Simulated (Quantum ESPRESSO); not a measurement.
Troubleshooting Quantum ESPRESSO: a failed run on SbPb (Fm-3m, 2 atoms in the cell). The aim is a self-consistent single point with DFT, LDA (PZ), plane waves, GBRV 1.5 ultrasoft (LDA) pseudopotentials.

The input file:

```fortran
&control
   calculation = 'scf'
   prefix = 'run'
   outdir = './work'
   pseudo_dir = './'
   tprnfor = .true.
   tstress = .true.
/
&system
   ibrav = 2
   celldm(1) = 11.9477745257
   nat = 2
   ntyp = 2
   ecutwfc = 40
   ecutrho = 200
   occupations = 'smearing'
   smearing = 'marzari-vanderbilt'
   degauss = 0.0099958
/
ATOMIC_SPECIES
Sb   121.7600  sb_lda_v1.4.uspp.F.UPF
Pb   207.2000  pb_lda_v1.uspp.F.UPF
ATOMIC_POSITIONS crystal
Sb    0.5000000000    0.5000000000    0.5000000000
Pb    0.0000000000    0.0000000000    0.0000000000
K_POINTS automatic
7 7 7  0 0 0
```

The program printed (abridged):

```
     This program is part of the open-source Quantum ESPRESSO suite
     for quantum simulation of materials; please cite

 %%%%%%%%%%%%%%%%%%%%%%%%%%%%%%%%%%%%%%%%%%%%%%%%%%%%%%%%%%%%%%%%%%%%%%%%%%%%%%
     Error in routine  read_namelists (1):
      bad line in namelist &electrons: "7 7 7  0 0 0" (error could be in the previous line)
 %%%%%%%%%%%%%%%%%%%%%%%%%%%%%%%%%%%%%%%%%%%%%%%%%%%%%%%%%%%%%%%%%%%%%%%%%%%%%%

     stopping ...
```

Question: From the messages shown, name the fault and mend the input.

Answer: The fault is a required namelist left out. The program reads the namelists in a fixed order, even empty ones. To fix it, add the namelist. The program stopped before any SCF iteration.

An input that runs soundly differs in these lines (not the only fix; some lines may just follow from the change or write a value another way):
```diff
+&electrons
+   conv_thr = 1.0d-10
+   mixing_beta = 0.7
+/
```

With that input, the run converged in 9 iterations: free energy E − TS -4742.7431 eV; Fermi level (on the code's own zero) 9.35 eV; pressure -2.72 GPa (DFT, LDA (PZ), plane waves, GBRV 1.5 ultrasoft (LDA) pseudopotentials).

On the sound input: the starting cell comes from a database of computed structures (which also holds hypothetical and non-ambient phases and stackings), without a prior relaxation at this level.
